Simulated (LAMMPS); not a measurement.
An MD run on Ni3Al (L1_2), 864 atoms, at 1480 K and 0 GPa, heated as the crystal.

Computed with classical MD, pair style meam, file MoCoNiVFeAlCr_2nn.meam; code LAMMPS.

```yaml
state_found: crystal; no diffusion seen in 30 ps
density: 6.9776 ± 0.0003 g/cm³
volume_per_atom: 12.0813 ± 0.0006 Å³
enthalpy_per_atom: -4.2071 ± 0.0004 eV
first peak of g(r), Al-Ni: 2.55 Å, height 5.9
coordination number of Al by Ni: 12.0 (counted to 3.46 Å)
coordination number of Ni by Al: 4.00 (counted to 3.46 Å)
first peak of g(r), Ni-Ni: 2.51 Å, height 3.4
coordination number of Ni by Ni: 8.0 (counted to 3.14 Å)
most common Ni-Al-Ni angle: in the 3° bin centred on 58.5° (mean of all 97°)
most common Al-Ni-Ni angle: in the 3° bin centred on 58.5° (mean of all 90°)
most common Ni-Ni-Ni angle: in the 3° bin centred on 58.5° (mean of all 101°)
mean_frequency_of_the_velocity_spectrum: 7.0 THz
cost: about 6 core-minutes (a rough figure)
```

Potential: file MoCoNiVFeAlCr_2nn.meam of the LAMMPS distribution; its header cites Wang, J., Kwon, H., Kim, H.S. et al. A neural network model for high entropy alloy design. npj Comput Mater 9, 60 (2023).

States go by the mean squared displacement: a species diffuses where it passes 1.5 Å², still rises and gives D over 1e-6 cm²/s; a crystal has left its structure where atoms lie 0.35 Å off their sites on average or a cubic box changes its shape by 3 %.

The ± values are statistical; the model's systematic error is not in them.

| angle (°) | probability per degree, Ni-Al-Ni | probability per degree, Al-Ni-Ni | probability per degree, Ni-Ni-Ni |
|---|---|---|---|
| 40.50 | 0.0000 | 0.0000 | 0.0000 |
| 43.50 | 0.0000 | 0.0000 | 0.0001 |
| 46.50 | 0.0005 | 0.0005 | 0.0008 |
| 49.50 | 0.0032 | 0.0037 | 0.0036 |
| 52.50 | 0.0107 | 0.0136 | 0.0092 |
| 55.50 | 0.0214 | 0.0291 | 0.0172 |
| 58.50 | 0.0277 | 0.0391 | 0.0202 |
| 61.50 | 0.0249 | 0.0362 | 0.0183 |
| 64.50 | 0.0170 | 0.0242 | 0.0132 |
| 67.50 | 0.0092 | 0.0121 | 0.0074 |
| 70.50 | 0.0043 | 0.0050 | 0.0039 |
| 73.50 | 0.0018 | 0.0017 | 0.0024 |
| 76.50 | 0.0016 | 0.0005 | 0.0030 |
| 79.50 | 0.0029 | 0.0001 | 0.0055 |
| 82.50 | 0.0058 | 0.0000 | 0.0095 |
| 85.50 | 0.0097 | 0.0000 | 0.0141 |
| 88.50 | 0.0119 | 0.0001 | 0.0161 |
| 91.50 | 0.0114 | 0.0003 | 0.0155 |
| 94.50 | 0.0088 | 0.0004 | 0.0127 |
| 97.50 | 0.0051 | 0.0007 | 0.0088 |
| 100.5 | 0.0028 | 0.0010 | 0.0053 |
| 103.5 | 0.0022 | 0.0022 | 0.0036 |
| 106.5 | 0.0034 | 0.0050 | 0.0037 |
| 109.5 | 0.0071 | 0.0105 | 0.0064 |
| 112.5 | 0.0127 | 0.0177 | 0.0097 |
| 115.5 | 0.0182 | 0.0238 | 0.0139 |
| 118.5 | 0.0214 | 0.0272 | 0.0159 |
| 121.5 | 0.0204 | 0.0264 | 0.0152 |
| 124.5 | 0.0162 | 0.0206 | 0.0123 |
| 127.5 | 0.0106 | 0.0148 | 0.0082 |
| 130.5 | 0.0059 | 0.0085 | 0.0049 |
| 133.5 | 0.0026 | 0.0044 | 0.0027 |
| 136.5 | 0.0011 | 0.0021 | 0.0015 |
| 139.5 | 0.0004 | 0.0009 | 0.0007 |
| 142.5 | 0.0001 | 0.0004 | 0.0005 |
| 145.5 | 0.0000 | 0.0002 | 0.0003 |
| 148.5 | 0.0000 | 0.0001 | 0.0002 |
| 151.5 | 0.0000 | 0.0000 | 0.0002 |
| 154.5 | 0.0001 | 0.0000 | 0.0005 |
| 157.5 | 0.0003 | 0.0000 | 0.0009 |
| 160.5 | 0.0009 | 0.0000 | 0.0024 |
| 163.5 | 0.0020 | 0.0000 | 0.0042 |
| 166.5 | 0.0041 | 0.0000 | 0.0069 |
| 169.5 | 0.0062 | 0.0000 | 0.0095 |
| 172.5 | 0.0077 | 0.0000 | 0.0104 |
| 175.5 | 0.0063 | 0.0000 | 0.0086 |
| 178.5 | 0.0026 | 0.0000 | 0.0031 |
